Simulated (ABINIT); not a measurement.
Input and output of a self-consistent single point for LiMg (Amm2, 6 atoms in the cell) (ABINIT).

Method of the run: LDA (PW92), norm-conserving pseudopotentials (PseudoDojo nc-sr-04 LDA standard) (plane waves; ABINIT).

The change in words: lattice scaled by 0.98. Reference geometry:
```yaml
crystal:
  lattice:
    - [4.89958, 0.00000, 0.00000]
    - [0.00000, 1.70043, 7.34607]
    - [0.00000, -1.70043, 7.34607]
  atoms:
    - { symbol: Li, position: [0.00000, 0.30594, 0.30594] }
    - { symbol: Li, position: [0.50000, 0.47486, 0.47486] }
    - { symbol: Li, position: [0.50000, 0.13544, 0.13544] }
    - { symbol: Mg, position: [0.00000, 0.96800, 0.96800] }
    - { symbol: Mg, position: [0.00000, 0.64382, 0.64382] }
    - { symbol: Mg, position: [0.50000, 0.80526, 0.80526] }
```

Reference input (self-consistent single point, DFT, LDA (PW92), plane waves, norm-conserving pseudopotentials (PseudoDojo nc-sr-04 LDA standard)): pseudos = [Li.upf, Mg.upf]; ecut = 42 Ha; occopt = 7; tsmear = 0.00734986 Ha; ngkpt = 5 7 7; nshiftk = 1; shiftk = 0 0 0; potentials = PseudoDojo nc-sr-04 LDA standard; nband = 27; kptopt = 1; nstep = 80; tolvrs = 1e-11. This run's input differs from it in these lines:

```diff
@@ -3,7 +3,7 @@
 pseudos "Li.upf, Mg.upf"
-acell 4.8995800000 7.5403043457 7.5403043457 Angstrom
+acell 4.8015880000 7.3894985357 7.3894985357 Angstrom
 rprim
          1.0000000000    0.0000000000    0.0000000000
-         0.0000000000    0.2255114545    0.9742405165
-         0.0000000000   -0.2255114545    0.9742405165
+         0.0000000000    0.2255113783    0.9742405341
+         0.0000000000   -0.2255113783    0.9742405341
 natom 6
@@ -13,8 +13,8 @@
 xcart
-         0.0000000000   -0.0000000000    8.4941551129
-         4.6294321628   -0.0000000000   13.1840703958
-         4.6294321628   -0.0000000000    3.7603725191
-         0.0000000000   -0.0000000000   26.8756689196
-         0.0000000000   -0.0000000000   17.8750962436
-         4.6294321628   -0.0000000000   22.3573359031
+         0.0000000000   -0.0000000000    8.3242724731
+         4.5368431416   -0.0000000000   12.9203897058
+         4.5368431416   -0.0000000000    3.6851652734
+         0.0000000000   -0.0000000000   26.3381570046
+         0.0000000000    0.0000000000   17.5175952920
+         4.5368431416   -0.0000000000   21.9101904024
 ecut 42
```

Output (repeated stretches shortened):

```
--- !BeginCycle
solver: {iscf: 7, nstep: 80, nline: 4, wfoptalg: 0, }
tolerances: {tolvrs: 1.00E-11, }
...

     iter   Etot(hartree)      deltaE(h)  residm     vres2
 ETOT  1  -199.09432678747    -1.991E+02 2.485E-01 2.072E+02
 ETOT  2  -199.20407444401    -1.097E-01 2.485E-03 1.692E+01
 ETOT  3  -199.20460118816    -5.267E-04 6.341E-04 8.468E-01
 ETOT  4  -199.20471196468    -1.108E-04 2.207E-04 2.751E-02
 ETOT  5  -199.20471278785    -8.232E-07 2.394E-04 5.565E-04
 ETOT  6  -199.20471281109    -2.324E-08 1.067E-04 1.468E-05
 ETOT  7  -199.20471281225    -1.162E-09 3.728E-05 1.067E-07
 ETOT  8  -199.20471281227    -1.324E-11 7.211E-05 7.769E-09
 ETOT  9  -199.20471281225     1.353E-11 1.655E-05 2.352E-10
 ETOT 10  -199.20471281226    -2.871E-12 3.856E-05 3.264E-12
 At SCF step   10       vres2   =  3.26E-12 < tolvrs=  1.00E-11 =>converged.

 Cartesian components of stress tensor (hartree/bohr^3)
  sigma(1 1)=  4.02796666E-06  sigma(3 2)=  0.00000000E+00
  sigma(2 2)=  1.66157907E-05  sigma(3 1)=  0.00000000E+00
  sigma(3 3)= -1.67835336E-06  sigma(2 1)=  0.00000000E+00

 ----iterations are completed or convergence reached----

 reduced coordinates (array xred) for    6 atoms
       0.000000000000      0.305939998656      0.305939998656
       0.500000000000      0.474859997915      0.474859997915
       0.500000000000      0.135439999403      0.135439999403
       0.000000000000      0.967999995750      0.967999995750
       0.000000000000      0.643819997172      0.643819997172
       0.500000000000      0.805259996464      0.805259996464
 cartesian forces (eV/Angstrom) at end:
   [... lines left out ...]
 Fermi (or HOMO) energy (hartree) =   0.09553   Average Vxc (hartree)=  -0.31202
   [... lines left out ...]
total_energy        : -1.99204712812256E+02
total_energy_eV     : -5.42063590705535E+03
band_energy         : -5.17427472041778E+01
...

-Cartesian components of stress tensor (GPa)         [Pressure= -1.8599E-01 GPa]
- sigma(1 1)=  1.18506851E-01  sigma(3 2)=  0.00000000E+00
- sigma(2 2)=  4.88853359E-01  sigma(3 1)=  0.00000000E+00
- sigma(3 3)= -4.93788524E-02  sigma(2 1)=  0.00000000E+00

 Calculation completed.
```

The run converged in 10 iterations. Against the reference run the free energy goes down by 7.2 meV/atom, the pressure goes from -1.69 to -0.19 GPa and the largest force goes from 0.044 to 0.018 eV/Å.

The starting cell comes from a database of computed structures (which also holds hypothetical and non-ambient phases and stackings), without a prior relaxation at this level. For this run, on top of that: lattice scaled by 0.98.

Cost on one core of a shared machine: roughly 9 min.
